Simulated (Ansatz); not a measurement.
Consider NiO in the rock salt structure (space group Fm-3m, No. 225; a = 4.189 Å; ferromagnetic).

Computed with r2SCAN (Ansatz, a program for electronic structure), scalar-relativistic without spin-orbit coupling.

For the base:

| Quantity | Result |
|---|---|
| Width of the top valence band | 2.79 eV |
| Band gap | 0.82 eV |
| Smallest direct gap | 1.71 eV |
| Pressure | 0.0 GPa |

The change: an isotropic linear strain of +2.74 %, atoms relaxed at fixed cell.

Q: What does the calculation give for the width of the top valence band after the change?

A: The width of the top valence band decreases by 0.47 eV (2.79 eV → 2.32 eV).

Q: How does this affect the band gap?

A: The band gap grows by 0.244 eV to 1.07 eV.

Q: What does the calculation give for the smallest direct gap after the change?

A: The smallest direct gap goes up by 0.092 eV, from 1.71 eV to 1.81 eV.

Q: What happens to the pressure?

A: The pressure goes from zero to -14.5 GPa.

Q: How does this affect the energy relative to the base?

A: The energy grows by 38 meV/atom.

Stability against distortions was not tested. No Hubbard U is applied and the magnetic state is the run's own (NiO ferromagnetic); other magnetic orders, which need larger cells, were not tried and can change the gap. A gap here joins edges of opposite spin (a spin-flip gap). In its common phase, real NiO is an antiferromagnetic insulator at low temperature.
